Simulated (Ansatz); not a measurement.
The reference is P (space group Cmce, No. 64; a = 3.3229 Å, b = 10.1860 Å, c = 4.1579 Å; layered, stacked along the Cartesian y axis; relaxed with 0.1 eV smearing).

Method: PBE-D3(BJ) in Ansatz (plane waves to 420 eV, PAW, no spin-orbit coupling), earlier PAW set.

Base values:

The pressure is 0.0 GPa. The band gap comes out as zero.

The change: every lattice vector is stretched by 1.99 %, atoms relaxed at fixed cell.

Task: What happens to the largest internal atomic displacement?

Result: The largest internal atomic displacement is 0.033 Å.

Task: What does the calculation give for the pressure after the change?

Result: The pressure (mean of the normal stresses, compression positive) goes from zero to -2.4 GPa.

Task: Estimate the effect on the energy relative to the base.

Result: The energy increases by 8.4 meV/atom.

Task: Predict the new band gap.

Result: The band gap remains zero.

The cells carry an imposed strain or load. Stability against distortions was not tested. A zero or small gap of P can be the functional's error rather than a property of the material.

Ansatz is a first-principles code.
